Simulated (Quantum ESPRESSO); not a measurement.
Band structure of ZnCu2SnS4 (I-4, 8 atoms in the cell).

```
ZnCu2SnS4
1.0
   -2.74437     2.74437     5.48967
    2.74437    -2.74437     5.48967
    2.74437     2.74437    -5.48967
Zn Cu Sn S
1 2 1 4
Cartesian
  0.00000   2.74437   2.74484
  0.00000   0.00000   0.00000
  2.74437   0.00000   2.74484
  0.00000   0.00000   5.48967
  1.32965   1.29167   1.41623
  1.29167   4.15909  -1.41623
  1.41472   1.45270   6.90590
  1.45270  -1.41472   4.07345
```

Level of theory: PBE, PSlibrary PAW (PBE) pseudopotentials (plane waves; Quantum ESPRESSO 7.5).

Settings: ecutwfc = 55 Ry; ecutrho = 330 Ry; occupations = smearing; smearing = methfessel-paxton; degauss = 0.0147 Ry; K_POINTS = automatic 4 4 4 0 0 0; nbnd = 42; conv_thr = 1e-11 Ry.

The starting cell comes from a database of computed structures (which also holds hypothetical and non-ambient phases and stackings), without a prior relaxation at this level. Its lattice was rescaled by a random factor within 2.5 % of one. Spin polarisation is off. The run gives no clean gap (levels at the Fermi energy touch, overlap or are partly filled at this smearing), which alone does not show that the compound is a metal.

Levels in eV from the Fermi level, bands 33 to 40:
```tsv
point	33	34	35	36	37	38	39	40
Γ	-1.37	-0.06	-0.06	0.00	0.04	1.97	2.66	3.62
X	-0.77	-0.67	-0.47	-0.38	0.49	2.19	3.03	3.97
Y	-0.79	-0.72	-0.63	-0.55	0.71	2.39	3.40	3.73
S	-1.24	-1.00	-0.65	-0.54	1.34	2.43	3.02	3.69
Z	-1.08	-1.06	-0.81	-0.81	1.17	2.01	2.01	2.31
S1	-1.24	-1.00	-0.65	-0.54	1.34	2.43	3.02	3.69
N	-1.12	-1.05	-0.96	-0.47	1.43	3.02	3.19	4.01
P	-0.73	-0.73	-0.56	-0.54	0.73	2.66	2.95	3.38
Y1	-0.79	-0.72	-0.63	-0.55	0.71	2.39	3.40	3.73
```

No band crosses the Fermi level by more than 0.03 eV along this path.
